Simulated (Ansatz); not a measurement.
A thermal frame of Be(001) slab, cut from hcp Be, cell Be96, with vacuum along z. Method: PBE (plane waves, PAW; Ansatz, a program for electronic structure).

```
Item                                                       Result
-----------------  ----------------------------------------------
plane-wave cutoff                                          420 eV
k-points           2x2x1 mesh shifted by half a step in the plane
spin                        not polarised; no spin-orbit coupling
```

A check of the k-sampling: on the last frame of the same run a denser mesh moved the PBE forces by 0.036 eV/Å rms and the free energy by -3 meV/atom.

```xyz
96
Lattice="9.0846 0.0000 0.0000 -4.5423 7.8675 0.0000 0.0000 0.0000 20.9599" Properties=species:S:1:pos:R:3:forces:R:3 pbc="T T T"
Be   -0.1622    1.2734    6.2120   0.022   0.732   0.452
Be    0.9492    0.8125    8.2187  -0.013  -0.688  -0.137
Be   -0.2450    1.4174    9.9835   0.111  -0.181  -0.057
Be    0.8657    0.7888   11.7449   0.105  -0.876   0.882
Be   -0.4175    1.2328   13.5470   0.588   0.452   0.454
Be    0.7970    0.5713   15.6243   0.052   0.247  -0.452
Be   -1.2168    3.5531    6.4868  -0.470  -1.117  -1.156
Be   -0.2473    2.7160    8.1353   1.023  -0.182   0.285
Be   -1.3449    3.3160   10.0198  -0.224   0.029  -0.150
Be   -0.2686    2.6556   11.7936  -0.038  -0.233   0.098
Be   -1.4943    3.3009   13.5635   0.510   0.036   0.389
Be   -0.3138    2.5593   15.5764  -0.014  -0.120  -0.405
Be   -2.3648    5.3262    6.2129  -0.431  -0.066   0.495
Be   -1.2307    4.6235    8.1904  -0.583   0.662   0.325
Be   -2.4508    5.2757    9.9568  -0.538  -0.063   0.086
Be   -1.3166    4.6017   11.7217  -0.881   0.113   0.710
Be   -2.5703    5.2603   13.6964   0.058  -0.098  -0.368
Be   -1.3631    4.5132   15.4337  -0.627   0.250   0.128
Be   -3.5151    7.1464    6.3649  -0.575   0.870  -0.058
Be   -2.4256    6.6362    8.1500  -0.130  -0.164   0.429
Be   -3.6433    7.3456    9.9895  -0.286  -0.733   0.043
Be   -2.6254    6.5526   11.8574   0.756   0.256  -0.334
Be   -3.7537    7.1301   13.6551   0.136   0.744   0.193
Be   -2.7478    6.4996   15.5543   0.848   0.152  -0.089
Be    2.0070    1.4456    6.4718   0.549  -0.335  -0.457
Be    3.2945    0.6903    8.3323  -0.530   0.126  -0.737
Be    1.9978    1.2914   10.0596   0.517   0.807  -0.411
Be    3.1652    0.6223   11.7383  -0.187   0.407   0.622
Be    2.0157    1.3053   13.7208  -0.468   0.158  -0.332
Be    3.1133    0.6679   15.5905  -0.033  -0.318  -0.108
Be    0.9729    3.4881    6.3666  -0.152  -0.505  -0.113
Be    2.0848    2.6879    8.2113  -0.187   0.031   0.351
Be    0.9669    3.3714    9.9995  -0.432  -0.627   0.186
Be    2.0435    2.6065   11.8333  -0.151   0.219  -0.089
Be    0.7632    3.3151   13.6681   0.365  -0.376   0.026
Be    1.9546    2.5352   15.6221  -0.046   0.440  -0.301
Be   -0.1381    5.4436    6.3678  -0.156  -0.519  -0.150
Be    0.9416    4.6625    8.2397   0.200  -0.023  -0.233
Be   -0.2369    5.1676    9.9752   0.081   0.903   0.077
Be    0.7822    4.5581   11.8436   0.875   0.409  -0.038
Be   -0.3057    5.2778   13.5982  -0.183  -0.004   0.110
Be    0.7090    4.5473   15.6145   0.926   0.111  -0.266
Be   -1.3121    7.2418    6.3383   0.101   0.693   0.114
Be   -0.0441    6.6521    8.1517  -0.904  -0.413   0.355
Be   -1.4508    7.1694    9.9995   0.524   0.244   0.109
Be   -0.2965    6.5908   11.7502  -0.204  -0.577   0.410
Be   -1.5090    7.2512   13.7308   0.013  -0.312  -0.235
Be   -0.3763    6.4793   15.5399   0.282   0.268  -0.127
Be    4.2773    1.4054    6.2447   0.183   0.091   0.466
Be    5.5141    0.7529    8.1872   0.374   0.250   0.327
Be    4.4551    1.4065   10.0295  -0.892  -0.163  -0.052
Be    5.3612    0.6067   11.7814   0.564   0.445   0.356
Be    4.3472    1.2841   13.8156  -1.012   0.601  -0.851
Be    5.4440    0.6923   15.5601  -0.290  -0.366   0.087
Be    3.1087    3.4086    6.4648   0.564  -0.342  -0.620
Be    4.2502    2.7185    8.2618   0.573  -0.180  -0.251
Be    3.1745    3.2804   10.0296   0.051   0.330   0.111
Be    4.3208    2.6909   11.7911  -0.371  -0.433   0.331
Be    3.0159    3.2684   13.5918   0.626   0.016   0.572
Be    4.2642    2.6545   15.5886  -0.041  -0.299  -0.240
Be    2.0370    5.4534    6.3698   0.210  -0.341   0.044
Be    3.2200    4.6636    8.1474  -0.321  -0.222   0.797
Be    1.9783    5.2773   10.0818   0.175  -0.149  -0.166
Be    3.1244    4.6513   11.8958   0.098  -0.242  -0.492
Be    1.9510    5.2915   13.6053  -0.407  -0.308   0.483
Be    3.0646    4.4441   15.6330  -0.157   0.611  -0.350
Be    0.9946    7.4152    6.4447  -0.221  -0.515  -0.585
Be    2.1361    6.5201    8.3085  -0.430   0.911  -0.677
Be    0.8059    7.1691   10.0326   0.601   0.699  -0.254
Be    1.9482    6.6087   11.7820   0.112  -0.288   0.228
Be    0.6688    7.2478   13.6527   0.940  -0.287   0.073
Be    1.9910    6.5477   15.5519  -0.439  -0.174  -0.149
Be    6.6770    1.3860    6.3252  -0.179   0.383   0.085
Be    7.8640    0.8216    8.1634  -0.989  -0.954   0.118
Be    6.6017    1.3827   10.0397   0.090  -0.260  -0.272
Be    7.7385    0.6423   11.7191  -0.411  -0.018   0.286
Be    6.4747    1.2781   13.6638   0.133   0.156  -0.351
Be    7.6359    0.6041   15.4136   0.088  -0.006   0.245
Be    5.3399    3.3293    6.3887   0.551   0.205  -0.068
Be    6.7363    2.7233    8.1191  -1.023  -0.024   0.437
Be    5.4734    3.3601   10.0644  -0.118   0.072  -0.813
Be    6.5457    2.6943   11.8590   0.065  -0.512  -0.532
Be    5.3666    3.3421   13.5374  -0.137  -0.319   0.763
Be    6.5544    2.6718   15.5144  -0.263  -0.506  -0.127
Be    4.2890    5.3662    6.4218   0.104  -0.086  -0.482
Be    5.3977    4.7305    8.1677   0.730  -0.268   0.062
Be    4.2705    5.3352   10.0315   0.365  -0.413   0.110
Be    5.4244    4.6068   11.7681   0.018   0.353   0.375
Be    4.2284    5.2385   13.7880  -0.213  -0.424  -1.028
Be    5.4041    4.5414   15.4397  -0.191  -0.124   0.341
Be    3.2040    7.3515    6.2147   0.119  -0.374   0.356
Be    4.3023    6.6413    8.1924   0.423   0.172   0.048
Be    3.1734    7.1297    9.9786  -0.074   1.202   0.421
Be    4.3244    6.5766   11.9011  -0.515   0.007  -0.695
Be    2.9832    7.1568   13.5442   0.624   0.481   0.511
Be    4.1601    6.4353   15.4616   0.117   0.782   0.498
```

Problem. At which temperature was this frame sampled?
A. 870 K
B. 1470 K
C. 300 K
D. 510 K

Solution. C, 300 K. The rms force component is 0.44 eV/Å.
